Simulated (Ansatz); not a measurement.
Base system: PbTe in the zinc blende structure (space group F-43m, No. 216; a = 7.2853 Å; a hypothetical phase, not in the database extracts checked).

One thing is altered: a negative pressure, −2 GPa.

Levels (all Ansatz, a program for electronic structure, PAW, earlier PAW set): r2SCAN (500 eV, no SOC); HSE06+SOC (420 eV, spin-orbit coupling included).

The geometry is relaxed with r2SCAN.

- r2SCAN band gap = 0.94 eV

Question: Predict the band gap from HSE06+SOC.

Answer: The band gap decreases by 0.30 eV, from 0.94 eV to 0.64 eV.

Single points use the geometry relaxed with r2SCAN. Their cutoffs differ, which shifts pressures a little. The hybrid gap comes from the SCF mesh plus the semilocal run's edge points and a few special points and is an upper bound. The spin-orbit shifts are approximate. With Pb and Te present, leaving out spin-orbit coupling can change the band edges. Load acts through the strain it causes; cell and atoms are relaxed under it. Whether these cells are dynamically stable was not tested.
